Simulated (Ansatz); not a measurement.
# TlCl: energy against volume

TlCl (CsCl type, Pm-3m, 29.661 Å³/atom and stress up to 0.01 GPa in the relaxed cell, cube axes along x, y and z) under an equal strain ε along all three axes. PBE in Ansatz, a plane-wave DFT program (PAW, default set), 420 eV, 9×9×9 Γ-centred mesh, Fermi-Dirac smearing 0.05 eV; ions are relaxed, or left where forces stay under 0.02 eV/Å, within the symmetry of each cell.

Here V stands for volume and E for E less E0.

```csv
volume (Å³/atom),E less E0 (meV/atom),pressure (GPa)
27.0708,?,?
27.9167,7.95,1.56
28.3462,4.37,1.12
28.7800,1.89,0.71
29.2183,0.45,0.34
29.6610,0.00,0.00
30.1082,0.46,-0.32
30.5598,1.79,-0.62
31.0159,3.93,-0.88
31.4765,6.83,-1.13
```

Taking the third-order Birch-Murnaghan form, a cubic in V^(-2/3) for E over the 9 complete rows: With u = V^(-2/3) - 0.1044, the rows have u = 0.0042652, 0.0031648, 0.0020812, 0.0010136, -0.0000379, -0.0010739, -0.0020943, -0.0030998, -0.0040904. Least squares gives E = -0.002 + 19.5·u + 422704·u² + 2334062·u³. Residuals (row less fit): -0.002, 0.003, -0.001, -0.004, 0.002, -0.002, 0.000, 0.000, -0.001; standard error 0.003 (degrees of freedom: 5). Its minimum lies at u = -0.0000231, so V0 = (0.1043769)^(-3/2) = 29.65. There d²E/du² = 845100 and d³E/du³ = 1.400e7, so B0 = (4/9) × 29.65^(-7/3) × 845100 × 0.160218 = 22.1 GPa (the last factor turns the table's units into GPa), and B0' = 4 + (2/3) × 0.1043769 × (1.400e7)/845100 = 5.2. B0' rests on the cubic coefficient alone and has a standard error of 0.1 from these residuals.

Task: Estimate the missing E (V = 27.0708); what did the run itself give?

Result: u = 0.0065173, so E = -0.002 + 19.5 × 0.0065173 + 422704 × 0.0065173² + 2334062 × 0.0065173³ = 18.726 meV/atom. The calculation gives 18.71 meV/atom, 0.016 meV/atom below the prediction (0.1 % of the range of E in the table). The row lies outside the fitted rows, so this is an extrapolation. The scatter of the fitted rows lies at the last printed digit.

The primitive cell can neither tilt nor turn polar against its symmetry, as such crystals can under strain. Spin-orbit coupling is left out, which can shift these values for the heavy elements here. Other structures, which can take over under pressure, weren't tried. The same form fitted to the pressure column gives B0' = 5.1; series where the two differ by over 0.4 aren't shown. Rows are the converged runs of the series near zero and its far end, less any whose ions stayed unrelaxed beside relaxed ones; series whose fitted rows scatter by over a few per cent of the range, as at a crossing or softening among them, aren't shown in this form.
